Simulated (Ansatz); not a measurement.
MgTe: response to strain

The reference is MgTe in the zinc blende structure (space group F-43m, No. 216).

```xyz
2
Lattice="0.0000 3.2547 3.2547 3.2547 0.0000 3.2547 3.2547 3.2547 0.0000" Properties=species:S:1:pos:R:3 pbc="T T T"
Mg     0.0000     0.0000     0.0000
Te     1.6273     1.6273     1.6273
```

Strains are applied to the cell and any free atomic positions relax.

Method: PBE (Ansatz, a first-principles code, PAW, without spin-orbit coupling).

Notes on the quantities. energy relative to the base: free energy F.

| isotropic strain (%) | energy relative to the base (meV/atom) |
|---|---|
| -3 | 32.4 |
| -2.5 | 22.1 |
| -1.5 | 7.7 |
| 0 | 0.0 |
| 0.5 | 0.8 |
| 1 | ? |
| 1.5 | 7.1 |
| 2.5 | 19.1 |
| 3 | 27.1 |

Q: Fit ΔE = Aε² + Bε³ (ε in %) to the rows shown and predict the withheld row.

A: Least squares on the printed values gives A = 3.30 and B = -0.098 meV/atom (largest residual 0.1 meV/atom); this predicts 3.2 meV/atom, and the run gives 3.2 meV/atom, in agreement.

Stability against distortions was not tested.
